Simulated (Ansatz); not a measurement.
Band structure of Mg2Zn (Amm2, 6 atoms in the cell).

```yaml
crystal:
  lattice:
    - [4.85597, 0.00000, 0.00000]
    - [0.00000, 1.54752, 7.92648]
    - [0.00000, -1.54752, 7.92648]
  atoms:
    - { symbol: Mg, position: [0.00000, 0.99723, 0.99723] }
    - { symbol: Mg, position: [0.00000, 0.66928, 0.66928] }
    - { symbol: Mg, position: [0.00000, 0.33352, 0.33352] }
    - { symbol: Mg, position: [0.50000, 0.55535, 0.55535] }
    - { symbol: Zn, position: [0.50000, 0.88716, 0.88716] }
    - { symbol: Zn, position: [0.50000, 0.22412, 0.22412] }
```

Level of theory: LDA (PW92), PAW files made with PBE (plane waves; Ansatz, an electronic-structure program).

Settings: basis.ecutwfc = 30.9 Ry; kpoints.mp_grid.grid = 4 5 5; hamiltonian.xc = lda; hamiltonian.pseudopotentials = {kind: paw} (the program's default PAW files); scf.occupations.method = gaussian; scf.occupations.width = 0.01 Ry; kpoints.band_path.npoints = 8.

The starting cell comes from a database of computed structures (which also holds hypothetical and non-ambient phases and stackings), without a prior relaxation at this level.

Levels in eV from the Fermi level, bands 29 to 36:
```
point     29     30     31     32     33     34    35    36
-----  -----  -----  -----  -----  -----  -----  ----  ----
Γ      -5.14  -1.62  -0.99   0.56   0.82   0.96  1.11  1.91
X      -3.19  -1.30  -0.95   0.87   1.39   2.08  2.32  2.79
S      -2.54  -2.31  -0.18  -0.08   2.01   2.44  2.46  2.83
R      -1.88  -1.68  -1.25  -1.15  -1.00   0.15  1.20  1.48
A      -1.78  -1.77  -1.66  -1.52  -0.16   0.61  0.86  0.99
Z      -4.40  -3.69  -3.43  -3.24   2.92   3.27  3.34  3.71
Y      -2.53  -2.22  -1.13  -0.88  -0.52  -0.21  2.97  3.76
X1     -3.19  -1.30  -0.95   0.87   1.39   2.08  2.32  2.79
A1     -1.78  -1.77  -1.66  -1.52  -0.16   0.61  0.86  0.99
T      -5.20  -5.06  -1.17  -1.06  -0.87   0.28  6.15  6.51
```

Bands cross the Fermi level along this path, so the cell is metallic at this level.

Keys are those of Ansatz 0.2.
